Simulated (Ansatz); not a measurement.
Consider Lu in the hcp (Mg type) structure (space group P6_3/mmc, No. 194; a = 3.507 Å, c = 5.462 Å).

The values are results of DFT with PBE, PAW potentials and a 420 eV plane-wave cutoff in Ansatz (a first-principles code), no SOC, earlier PAW set, not measurements.

Base values:

The lattice parameter a is 6.627 bohr and the largest site moment comes out as 0.00 μB. The magnetic state is not spin-polarised.

The change: full substitution Lu → Tb; the structure is relaxed again.

**Question.** What happens to the lattice parameter a?

**Answer.** The lattice parameter a grows by 0.180 bohr to 6.807 bohr.

**Question.** How does this affect the largest site moment?

**Answer.** The largest site moment goes from zero to 5.91 μB.

**Question.** What does the calculation give for the magnetic state after the change?

**Answer.** The magnetic state becomes ferromagnetic (base: not spin-polarised).

Other magnetic orders, which the real material may have, were not ruled out. Open 4f shells without U are poorly described, and the f state was not checked. Whether these cells are dynamically stable was not tested.
